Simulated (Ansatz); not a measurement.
# Band gap of Ta₃N₅ (Cmcm, No. 63): levels of theory against measurement

Reference value: 2.18 eV (measured, temperature not stated, no zero-point or thermal correction, indirect, Tauc analysis with phonon absorption and emission, films; as tabulated in Eichhorn et al. (2021), doi:10.1039/d1ta05282a).

```
level (code)              value (eV)
-------------------  ---------------
PBEsol+SOC (Ansatz)                ?
r²SCAN+SOC (Ansatz)  1.56 (indirect)
HSE06+SOC (Ansatz)   2.22 (indirect)
```

Question: Fill in the missing entries.

Answer: 
- PBEsol+SOC (Ansatz, a program for electronic structure), value (eV): 1.14 (indirect)

Differences against the reference: PBEsol+SOC -1.04 eV, r²SCAN+SOC -0.62 eV, HSE06+SOC +0.04 eV.

Closest of the ranked levels: HSE06+SOC (+0.04 eV). Among them PBEsol+SOC (-1.04 eV) misses by most. Of the ranked levels only HSE06+SOC lands within 0.3 eV.

Density-functional gaps are differences of (generalised) Kohn–Sham levels of a static lattice; semilocal ones lie below quasiparticle gaps as a rule. Measured gaps hold zero-point and thermal shifts unless a correction is named.  Values are at the measured cell. Cutoffs and k meshes differ between the levels. Ansatz's density-functional and Hartree–Fock values are scalar-relativistic unless marked +SOC, with PAW data made under PBE.

Differences are worked out from the printed values.
